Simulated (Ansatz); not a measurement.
Lattice thermal conductivity of GaAs in the zinc blende structure at 300 K from a three-phonon Boltzmann calculation with natural isotopes in Ansatz (plane waves, PAW). Reference run: PBEsol, third-order constants from a 54-atom supercell out to 5.1 Å, harmonic mesh 6×6×6, k mesh 6×6×6, scattering mesh 15×15×15. Dynamical quadrupoles are not included in the interpolation of the phonons between the solved wave vectors. Unless called populations, κ holds the coherence term between modes besides the Boltzmann populations.

```
run                                  highest ν (THz)  κ (W/m/K)
-----------------------------------  ---------------  ---------
PBEsol, reference                               8.42       40.7
PBEsol, denser conductivity mesh                8.42       40.8
PBEsol, longer pair cutoff (5.8 Å)              8.42        ___
PBEsol, shorter pair cutoff (4.3 Å)             8.42       39.9
```

### Question
Complete the blanks.

### Answer

- PBEsol, longer pair cutoff (5.8 Å), κ (W/m/K): 41.9

The PAW data sets were generated under PBE and serve the other functionals too.

Ansatz is an electronic-structure program.
